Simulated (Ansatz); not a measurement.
Take Ga2O3 in the corundum structure (space group R-3c, No. 167; a = 5.000 Å, c = 13.449 Å (hexagonal axes)) as the base. Axes: x lies along a and z along c of the hexagonal cell.

The values are results of PBEsol (Ansatz, a program for electronic structure), no SOC, not measurements.

For the base:

```
Item                   Result
-------------------  --------
Smallest direct gap   2.95 eV
Pressure             0.00 GPa
Band gap              2.70 eV
```

One thing is altered: compressive biaxial strain of 2.25 % in the plane normal to [001], as in epitaxy on a mismatched substrate; the out-of-plane cell vector and the atoms relax.

### Question
Estimate the effect on the smallest direct gap, pressure, band gap and out-of-plane strain.

### Answer
The smallest direct gap grows by 0.24 eV, from 2.95 eV to 3.19 eV; the pressure (mean of the normal stresses, compression positive) goes from zero to 7.37 GPa; the band gap increases by 0.29 eV to 2.99 eV; the out-of-plane strain comes out as +1.76 %.

Whether these cells are dynamically stable was not tested.
